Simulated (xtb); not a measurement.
xtb 6.7.1, GFN1-xTB: Mg(Br)(k2OAc) (CC1[O][Mg]([Br])<-[O]=1), 9 atoms. The geometry is a generated start, not checked to be a minimum at this level.

```json
{
 "run_flags": "--grad",
 "method": "GFN1-xTB",
 "--acc": "1 (default)",
 "--etemp (K)": "300 (default)",
 "basis_functions": "36",
 "valence_electrons": "32"
}
```

```xyz
9

Mg    -0.2981     1.5209    -1.4132
Br    -0.6260     3.2600    -2.8968
C      0.2247    -1.1644     1.0705
C      0.0093    -0.0657     0.0629
O     -1.1209     0.0963    -0.4444
O      0.9677     0.6647    -0.2670
H      1.0325    -0.8932     1.7439
H     -0.6954    -1.3527     1.6143
H      0.5063    -2.0659     0.5298
```

One run each on 1 thread. Values of broydamp tried: 0.02, 0.05, 0.1, 0.2, 0.4 (default), 0.6, 0.8, 1.

Problem. Which value of broydamp needs the fewest SCC iterations, and what happens away from it?

Solution. Fewest SCC iterations, within one of each other: 0.1 with 16, 0.2 with 17. The count rises to 40 at 0.02. All converge to one solution.

```csv
broydamp,SCC iterations,end
0.02,40,same solution
0.05,19,same solution
0.1,16,same solution
0.2,17,same solution
0.4 (default),18,same solution
0.6,20,same solution
0.8,21,same solution
1,23,same solution
```
